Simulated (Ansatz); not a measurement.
The starting structures come from a database of crystals and need not be the phases stable at ambient conditions.

 Where the default PAW files enter, the runs use the earlier of Ansatz's two default sets.

## Evanescent states of PbI$_{2}$ (P6_3mc, not sure to be the ambient phase, 6 atoms a cell, 42.0 Å³ an atom) along the normal of (101)

Computed with PBEsol (plane waves, PAW; Ansatz, an electronic-structure program).

The gap is the functional's own, uncorrected, and κ follows it; spin-orbit coupling is left out. Mid-gap values are interpolated between the computed energies.

Energies count from the valence-band top; κ is the least over a 8×2 mesh across the current.

```tsv
E (eV)	κ (1/Å)	where
0.06	0.105	Γ
0.17	0.163	Γ
0.28	0.185	Γ
0.39	0.195	Γ
0.49	0.200	Γ
0.60	0.202	Γ
0.71	0.203	Γ
0.82	0.203	Γ
0.94	0.201	Γ
1.04	0.197	Γ
1.16	0.192	Γ
1.26	0.186	Γ
1.38	0.179	Γ
1.49	0.169	Γ
1.59	0.158	Γ
1.71	0.144	Γ
1.81	0.126	Γ
1.93	0.102	Γ
2.04	0.065	Γ
```

### Question
How thick must the barrier be to attenuate the transmission by 10^8 when the electrodes' Fermi level lies at 0.39 eV, and what attenuation does that film give at 1.49 eV?

### Answer
d = 8 ln 10 / (2 × 0.195) = 47.2 Å. At 1.49 eV it gives 8 × 0.169/0.195 = 6.9 decades.
